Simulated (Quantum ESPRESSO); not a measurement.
A self-consistent single point of Tl (P6_3/mmc, 4 atoms in the cell) with Quantum ESPRESSO.

Level of theory: PW91, GBRV 1.5 ultrasoft (PBE) pseudopotentials (plane waves; Quantum ESPRESSO).

```yaml
crystal:
  lattice:
    - [3.47987, 0.00000, 0.00000]
    - [-1.73994, 3.01365, 0.00000]
    - [0.00000, 0.00000, 11.17322]
  atoms:
    - { symbol: Tl, position: [0.00000, 0.00000, 0.00000] }
    - { symbol: Tl, position: [0.00000, 0.00000, 0.50000] }
    - { symbol: Tl, position: [0.33333, 0.66667, 0.25000] }
    - { symbol: Tl, position: [0.66667, 0.33333, 0.75000] }
```

Reference input (self-consistent single point, DFT, PBE, plane waves, GBRV 1.5 ultrasoft (PBE) pseudopotentials): ecutwfc = 40 Ry; ecutrho = 200 Ry; occupations = smearing; smearing = marzari-vanderbilt; degauss = 0.019992 Ry; potentials = {Tl: tl_pbe_v1.2.uspp.F.UPF}; K_POINTS = automatic 11 11 3 0 0 0; conv_thr = 1e-09 Ry; mixing_beta = 0.3. This run's input differs from it in these lines:

```diff
@@ -18,2 +18,3 @@
    degauss = 0.019992
+   input_dft = 'pw91'
 /
```

Output, abridged:

```
     Self-consistent Calculation

     iteration #  1     ecut=    40.00 Ry     beta= 0.30

     Threshold (ethr) on eigenvalues was too large:
     Diagonalizing with lowered threshold

     negative rho (up, down):  2.097E-01 0.000E+00

     total energy              =    -580.82042352 Ry
     estimated scf accuracy    <       0.02242332 Ry

     iteration #  2     ecut=    40.00 Ry     beta= 0.30

     negative rho (up, down):  2.109E-01 0.000E+00

     total energy              =    -580.81972388 Ry
     estimated scf accuracy    <       0.00536201 Ry

     iteration #  3     ecut=    40.00 Ry     beta= 0.30

     negative rho (up, down):  2.119E-01 0.000E+00

     total energy              =    -580.82129362 Ry
     estimated scf accuracy    <       0.00025751 Ry

   [... 6 blocks of this kind left out ...]

     iteration # 10     ecut=    40.00 Ry     beta= 0.30

     negative rho (up, down):  2.125E-01 0.000E+00

     total energy              =    -580.82147990 Ry
     estimated scf accuracy    <          1.2E-09 Ry

     iteration # 11     ecut=    40.00 Ry     beta= 0.30

     negative rho (up, down):  2.125E-01 0.000E+00
     End of self-consistent calculation

     the Fermi energy is    10.2825 ev

!    total energy              =    -580.82147990 Ry
     estimated scf accuracy    <          8.1E-10 Ry
     smearing contrib. (-TS)   =       0.00142859 Ry
     internal energy E=F+TS    =    -580.82290849 Ry

     convergence has been achieved in  11 iterations

     negative rho (up, down):  2.125E-01 0.000E+00

     Forces acting on atoms (cartesian axes, Ry/au):

     atom    1 type  1   force =    -0.00000000    0.00000000   -0.00000000
   [... zero for the other atoms too ...]

     Total force =     0.000000     Total SCF correction =     0.000000

     negative rho (up, down):  2.125E-01 0.000E+00
          total   stress  (Ry/bohr**3)                   (kbar)     P=        1.76
   0.00000423  -0.00000000   0.00000000            0.62       -0.00        0.00
  -0.00000000   0.00000423   0.00000000           -0.00        0.62        0.00
   0.00000000   0.00000000   0.00002741            0.00        0.00        4.03

   JOB DONE.
```

The run converged in 11 iterations. Against the reference run the pressure goes from 0.37 to 0.18 GPa.

The starting cell comes from a database of computed structures (which also holds hypothetical and non-ambient phases and stackings), without a prior relaxation at this level. Its lattice was rescaled by a random factor within 2.5 % of one.

Cost on one core of a shared machine: roughly 60 s.
